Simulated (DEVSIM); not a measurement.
Device: abrupt Ge n-p junction, at 350 K.

Layer 1 from the left is Ge, thickness (μm) 10.0, Nd (cm⁻³) 1.1e15, τn (s) 5e-6, τp (s) 5e-6. Layer 2 from the left is Ge, thickness (μm) 75.0, Na (cm⁻³) 5.8e16, τn (s) 0.00015, τp (s) 5e-6.

Left contact: ohmic. Right contact: ohmic. Voltage is applied to the left contact. Recombination: SRH at mid-gap, radiative, Auger. Mobility is μmin + (μ − μmin)/(1 + (N/Nref)^α).

Constants are typed, rounded textbook-type inputs, not results; the design itself was drawn at random and stands for no fabricated device. Values at 300 K; Nc and Nv go as T^1.5, mobilities as T to minus their exponent, the gap by Varshni's rule with the affinity fixed.

Ge: gap (eV) 0.664, affinity (eV) 4, permittivity 16, Nc (cm⁻³) 1.04e19, Nv (cm⁻³) 6e18, μn (cm²/Vs) 3900, μp (cm²/Vs) 1900, μn,min 150, μp,min 100, Nref,n 2.6e17, Nref,p 4e17, αn 0.56, αp 0.6, T exponent of μn 1.66, T exponent of μp 2.33, B (cm³/s) 6.4e-14, Cn (cm⁶/s) 1e-31, Cp (cm⁶/s) 1e-31, Varshni α (eV/K) 0.000477, Varshni β (K) 235.

Simulated with DEVSIM: 1D drift-diffusion, Boltzmann statistics, complete ionisation; no tunnelling, impact ionisation, image-force lowering or self-heating.

### Question
What does the simulation give for the largest field in the device at zero bias, the potential step across the device at zero bias?

### Answer
largest field in the device at zero bias 13000 V/cm; potential step across the device at zero bias 0.216 V.
